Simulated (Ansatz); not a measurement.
We consider BN (model structure, started from the MgO type, Pm-3n, No. 223, 12 atoms in the cell), described by r²SCAN (Ansatz, a first-principles code, PAW).

Run with plane-wave cutoff 560 eV, 8×8×8 k mesh, Fermi–Dirac smearing 0.01 eV, scalar-relativistic PAW data made under PBE.

Cell (relaxed at this level):

```
BN
1.0
    4.42027     0.00000     0.00000
    0.00000     4.42027     0.00000
    0.00000     0.00000     4.42027
B N
6 6
Direct
  0.25000   0.00000   0.50000
  0.75000   0.00000   0.50000
  0.50000   0.75000   0.00000
  0.50000   0.25000   0.00000
  0.00000   0.50000   0.75000
  0.00000   0.50000   0.25000
  0.25000   0.50000   0.00000
  0.75000   0.50000   0.00000
  0.00000   0.75000   0.50000
  0.00000   0.25000   0.50000
  0.50000   0.00000   0.75000
  0.50000   0.00000   0.25000
```

What does this level give for the band gap, smallest direct gap on the k points sampled and direct gap at Γ?


- band gap: 4.76 eV (indirect)
- smallest direct gap on the k points sampled: 5.18 eV
- direct gap at Γ: 6.33 eV

Note: the relaxation could raise the start's symmetry but not lower it, so the cell can be a saddle point.

It cost about 30 core-seconds (a rough figure) of CPU time.

A model structure was made by putting elements into a prototype or built by hand; it is no filed structure, need not be a known phase, and can be a saddle point held by its symmetry.
